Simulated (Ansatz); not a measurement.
The reference is Pt in the fcc (Cu type) structure (space group Fm-3m, No. 225; a = 3.9721 Å; relaxed with 0.1 eV smearing).

Computed with plane-wave PAW DFT at the PBE level (Ansatz, a first-principles code, 420 eV), no spin-orbit coupling.

Base values:

Pressure: 0.0 GPa

Now apply this change: the cell is scaled by 0.9850 in all directions, atoms relaxed at fixed cell.

Q: Estimate the effect on the pressure.

A: The pressure goes from zero to 12.6 GPa.

Q: Estimate the effect on the energy relative to the base.

A: The energy rises by 26 meV/atom.

The cells carry an imposed strain or load. Whether these cells are dynamically stable was not tested. All final runs are without spin polarisation.
